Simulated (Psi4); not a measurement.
Psi4 1.11, unrestricted BP86/def2-svpd: W(O)2(OH)2 triplet ([O]=[W](=[O])([OH])[OH]), charge 0, multiplicity 3, 7 atoms. The geometry is a generated start, not checked to be a minimum at this level.

```json
{
 "task": "energy",
 "method": "bp86",
 "basis": "def2-svpd",
 "memory": "3 GB",
 "maxiter": "100",
 "keys_of_the_molecule_block": "symmetry c1",
 "scf_type": "df (default)",
 "guess": "auto, which took SAD (default)",
 "scf_initial_accelerator": "adiis (default)",
 "e_convergence": "1e-06 (default)",
 "d_convergence": "1e-06 (default)",
 "dft_radial_points": "75 (default)",
 "dft_spherical_points": "302 (default)",
 "effective_core_potentials": "those of the basis set, past Kr",
 "basis_functions": "143",
 "grid_points": "152897"
}
```

```xyz
7

W      0.4456     0.0031     0.0580
O      1.5691     0.7887    -0.9389
O      1.2294    -0.7955     1.3313
O     -0.5182    -1.2320    -0.9527
H     -0.7949    -1.9634    -1.5209
O     -0.7563     1.2420     0.7598
H     -1.1749     1.9571     1.2635
```

Charge 0 and multiplicity 3 are set for this test and not shown to be the ground state.

One run each on 2 threads. Values of diis_max_vecs tried: 3, 6, 10 (default), 20.

How does the count of SCF iterations change with diis_max_vecs, and where is it least?

Fewest SCF iterations, within one of each other: 10 (default) with 16, 20 with 15. The count rises to 21 at 6. The run ends without SCF convergence in 100 iterations at 3.

| diis_max_vecs | SCF iterations | end |
|---|---|---|
| 3 | 100 | no convergence |
| 6 | 21 | same solution |
| 10 (default) | 16 | same solution |
| 20 | 15 | same solution |
